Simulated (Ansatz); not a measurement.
The parent structure is WC (space group P-6m2, No. 187; relaxed with 0.1 eV smearing).

```
WC
1.0
    2.91268     0.00000     0.00000
   -1.45634     2.52245     0.00000
    0.00000     0.00000     2.83536
W C
1 1
Direct
  0.00000   0.00000   0.00000
  0.33333   0.66667   0.50000
```

Cartesian axes are those of the cell as printed.

Level of theory: DFT with r2SCAN, PAW potentials and a 500 eV plane-wave cutoff in Ansatz (a program for electronic structure), spin-orbit coupling left out.

Modification: the cell is stretched by 3.00 % along x with no lateral relaxation; the atoms relax in the strained cell.

Question: Predict the stress tensor and what it implies for the stiffness.

Answer: Stress of the strained cell less that of the base (GPa, compression positive):
```
  -19.9     0.0     0.0
    0.0    -6.7     0.0
    0.0     0.0    -4.8
```

Then −Δσ_ii/ε with ε = 0.0300 gives secant stiffness values (nonlinear terms included at this strain): C11 ≈ 663 GPa, C12 ≈ 224 GPa and C13 ≈ 161 GPa.

As a check, the harmonic strain energy −½ V₀ Δσ:ε is 19 meV/atom; the computed energy rise is 20 meV/atom.

No phonon test of stability was made. All final runs are without spin polarisation.
